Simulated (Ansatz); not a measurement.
# How the bulk modulus B0 of Ru (model structure, started from the simple cubic type, Pm-3m, No. 221, 1 atoms in the cell) moves with the method

No measured value is used here.

```json
[
 {"level (code)": "LDA (Ansatz)", "value (GPa)": "264", "cell (Å³/atom)": "14.95"},
 {"level (code)": "PBEsol (Ansatz)", "value (GPa)": "248", "cell (Å³/atom)": "15.26"},
 {"level (code)": "r²SCAN (Ansatz)", "value (GPa)": "240", "cell (Å³/atom)": "15.45"}
]
```

LDA, PBEsol, r²SCAN: the run has no spin polarisation, so it can have missed a magnetic state. LDA, PBEsol, r²SCAN: the bulk modulus is −V dP/dV from two relaxed cells at ±2 % in volume. Each level is taken at its own relaxed cell. Cutoffs differ between the levels. Ansatz's density-functional and Hartree–Fock values are scalar-relativistic unless marked +SOC, with PAW data made under PBE.

A model structure was made by putting elements into a prototype or built by hand; it is no filed structure, need not be a known phase, and can be a saddle point held by its symmetry.

Ansatz is an electronic-structure program.
